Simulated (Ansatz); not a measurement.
Results of PBE+SOC in Ansatz (plane waves, PAW) for CaSnSe3 (model structure, started from the cubic perovskite type, Pm-3m, No. 221, 5 atoms in the cell).

Input:

Ansatz 0.2 input:
```yaml
crystal:
  lattice:
    - [5.2112687586, 0.0, 0.0]
    - [0.0, 5.2112687586, 0.0]
    - [0.0, 0.0, 5.2112687586]
  atoms:
    - { symbol: Ca, position: [0.0, 0.0, 0.0] }
    - { symbol: Sn, position: [0.5, 0.5, 0.5] }
    - { symbol: Se, position: [0.0, 0.5, 0.5] }
    - { symbol: Se, position: [0.5, 0.5, 0.0] }
    - { symbol: Se, position: [0.5, 0.0, 0.5] }
basis:
  ecutwfc: 520
  ecutrho_ratio: 4
  xc_grid: 2
kpoints:
  mp_grid: { grid: [12, 12, 12] }
hamiltonian:
  xc: pbe
  dispersion: none
  pseudopotentials: { kind: paw }
scf:
  occupations: { method: fermi_dirac, width: 0.05 }
  convergence: { dr2_threshold: 0.0000000005 }
output:
  forces: true
  stress: true
  eigenvalues: true
magnetization:
  noncollinear: true
  spin_orbit: true
```

**Question.** How many irreducible k-points, plane waves at Γ does the program set up, and what pressure does the run end with?

**Answer.** 84 irreducible k-points, 3791 plane waves at Γ; P = 2.26 GPa, so the cell is compressed on average and its volume would grow at this level.

Excerpt of the program's output:

```
Crystal: 5 atoms, lattice volume = 141.524 Å³
Basis set: ecut = 520 eV, 3791 PW (Γ), exchange–correlation on 80×80×80 points (8 copies of the dense FFT grid, shifted against one another)
Bands: 88, of which v1, the nominal top of the filled ones, is band 72 counted from 1 (71 counted from 0)
Symmetry: 48 space group operations + 48 with time reversal
k-points: 84 of 1728
Initial density: superposition of atomic densities (chi_scale 0.1, normalization cell, long waves kept (reshape's long-wave potential 0.01 eV rms))
Functional: x = pbe(κ = 0.804, μ = 0.2195149727645171), c = pbe(β = 0.06672455060314922)
spin=Noncollinear: Kerker preconditioning applied to the charge; magnetization (m_x, m_y, m_z) channels mix plain (no charge-response kernel on spin).
SCF 1 converged in 13 iterations: F = -24253.515467 eV  dr2 = 2.14e-10
SCF converged after 13 iterations
Free energy (F): -24253.515467 eV
Internal energy: -24253.493799 eV  (E = F + TS)
E sigma→0 (E₀):  -24253.504633 eV
Fermi energy:    7.315511 eV
--- Forces (eV/Å), atoms counted from 1 ---
  atom   1  Ca    -0.00000000    -0.00000000     0.00000000
  atom   2  Sn     0.00000000    -0.00000000    -0.00000000
  atom   3  Se     0.00000000    -0.00000000    -0.00000000
  atom   4  Se     0.00000000     0.00000000    -0.00000000
  atom   5  Se    -0.00000000    -0.00000000     0.00000000
--- Stress (GPa, compression-positive) ---
        2.256347       0.000000       0.000000
        0.000000       2.256347       0.000000
        0.000000       0.000000       2.256347
  P = ⅓ Tr σ = 2.2563 GPa (22.563 kbar)
```

Note: the relaxation could raise the start's symmetry but not lower it, so the cell can be a saddle point. Note: cell and atoms aren't relaxed at this level (pressure 2.3 GPa).

A model structure was made by putting elements into a prototype or built by hand; it is no filed structure, need not be a known phase, and can be a saddle point held by its symmetry.

Ansatz is a program for electronic structure.
